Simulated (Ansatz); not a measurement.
## Si: stress against strain

Si (diamond, Fd-3m, 20.054 Å³/atom at rest, cube axes along x, y and z) under a strain ε along a cube axis (axis z), the other axes held. PBEsol in Ansatz, a plane-wave DFT program (PAW, default set), 420 eV, 11×11×11 Γ-centred mesh, Fermi-Dirac smearing 0.05 eV; ions are relaxed within the symmetry of each cell. Stress is positive for a compressed cell.

Here s stands for strain and y for stress zz.

```csv
strain (%),stress zz (GPa)
-1.50,2.37
-1.00,1.57
-0.50,0.78
0.00,-0.01
0.50,-0.78
1.00,-1.56
1.50,-2.32
3.00,?
```

The 7 complete rows are fitted with a straight line, y against s. Means: s 0, y 0.007. About the means, the sum of products is -10.945 and the sum of squares of s is 7.0000; the slope is their ratio. Least squares gives y = 0.007 - 1.5636·s. Residuals (row less fit): 0.018, -0.001, -0.009, -0.017, -0.005, -0.003, 0.018; standard error 0.015 (degrees of freedom: 5). The slope gives the elastic constant C11 = 156 ± 0.5 GPa.

**Question.** What does the fit predict for y at s = 3.00, and how far is the calculated value from it?

**Answer.** y = 0.007 - 1.5636 × 3.0 = -4.684 GPa. The calculation gives -4.57 GPa, 0.114 GPa above the prediction (1.6 % of the range of y in the table). The row lies outside the fitted rows, so this is an extrapolation. From the scatter of the fitted rows alone, a prediction at this place has a standard error of 0.023 GPa, so the miss is 5.0 times that.

One order more, fitted to all 13 runs of the series, follows each within 0.01, so the miss is the next term of a smooth law. Rows are the converged runs of the series near zero and its far end; series whose fitted rows scatter by over a few per cent of the range, as at a crossing or softening among them, aren't shown in this form. Most that stay on the fit to the last digits aren't either.
